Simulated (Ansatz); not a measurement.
The reference is HfS2 in the CdI2 type structure (space group P-3m1, No. 164; a = 3.547 Å, c = 5.577 Å; layered, stacked along the Cartesian z axis). Axes: x lies along a and z along c of the hexagonal cell.

The values are results of Ansatz (a quantum-chemistry and plane-wave program), PBEsol-D3(BJ), PAW, cutoff 420 eV, no spin-orbit coupling, not measurements.

Base values:

| Item | Result |
|---|---|
| Band gap | 0.45 eV |
| Smallest direct gap | 1.50 eV |

The change: biaxial strain −2.50 %, plane normal [001], relaxed out of plane (Cartesian); in-plane vectors clamped, the third vector and the atoms free.

Task: What does the calculation give for the out-of-plane strain, band gap, smallest direct gap and in-plane stress after the change?

Result: The out-of-plane strain is +0.74 %; the band gap falls by 0.214 eV to 0.23 eV; the smallest direct gap shrinks by 0.23 eV, from 1.50 eV to 1.27 eV; the mean in-plane stress (compression positive) amounts to +4.9 GPa.

Spin-orbit coupling, missing from the scalar runs, can matter with Hf. Stability against distortions was not tested. The zero or small gap of HfS2 under biaxial strain −2.50 %, plane normal [001], relaxed out of plane can change with the level of theory.
